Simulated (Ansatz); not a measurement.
AlWO₄ (C2/m, No. 12, 12 atoms in the cell; start COD 1544388)

These are LDA (Ansatz, a quantum-chemistry and plane-wave program, PAW) values and carry that method's errors.

Numerical settings: plane-wave cutoff 520 eV, 8×8×8 k mesh, Fermi–Dirac smearing 0.01 eV, no spin polarisation, scalar-relativistic PAW data made under PBE.

Cell (measured lattice):

AlWO$_{4}$ is taken in the monoclinic space group C2/m (No. 12), Pearson symbol mS24. Conventional cell: a = 9.069 Å, b = 5.705 Å, c = 4.541 Å, α = γ = 90.00°, β = 92.29°. W on 4g is coordinated by 6 O at 1.895–2.013 Å (octahedral). Al on 4i is coordinated by 6 O at 1.881–1.914 Å (octahedral). O1 on 4i is coordinated by 1 Al at 1.881 Å and 2 W at 2.013 Å (trigonal planar). O2 on 4i is surrounded by 1 Al at 1.908 Å and 2 W at 1.964 Å. O3 on 8j is surrounded by 2 Al at 1.886–1.914 Å and 1 W at 1.895 Å. (Neighbours: up to the widest gap in distance over summed covalent radii, below 1.35, at either atom; cation-cation and far metal-metal contacts left out.)
(The calculation used a cell of 12 atoms; values per cell refer to that cell.)

* **band gap**: 1.05 eV
* **smallest direct gap on the k points sampled**: 1.10 eV
* **direct gap at Γ**: 1.64 eV

Note: the file's cell can be that of a phase stable at another temperature; cell and atoms aren't relaxed at this level (pressure -2.2 GPa).

Spin–orbit coupling is not included.

Computed values are for the static lattice.

Computing time: roughly 3 core-minutes.
